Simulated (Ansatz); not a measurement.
The starting structures come from a database of crystals and need not be the phases stable at ambient conditions.

By PBEsol, the system below comes out a metal.

Without scattering a metal conducts by its projected Fermi surface.

Data:

```
PtTe
1.0
    3.96791     0.00000     0.00000
    1.98396     6.65948     0.05754
    1.98396     0.56176     3.39008
Te Pt
2 2
Direct
  0.89937   0.30188   0.89937
  0.10063   0.69812   0.10063
  0.62923   0.11232   0.62923
  0.37077   0.88768   0.37077
```

Space group of this cell: R-3m. The cell was relaxed by PBE-D3(BJ); by PBEsol its mean pressure is -1.2 GPa.

The current flows along the normal of the first two printed cell vectors, the (101) plane of the conventional cell. No spin-orbit coupling; the value is a mean over 0.1 eV about the Fermi level.

Problem. Predict the ballistic conductance per area from PBEsol (Ansatz, a program for electronic structure).

Solution. 0.77 × 10¹⁵ S/m² for both spins.
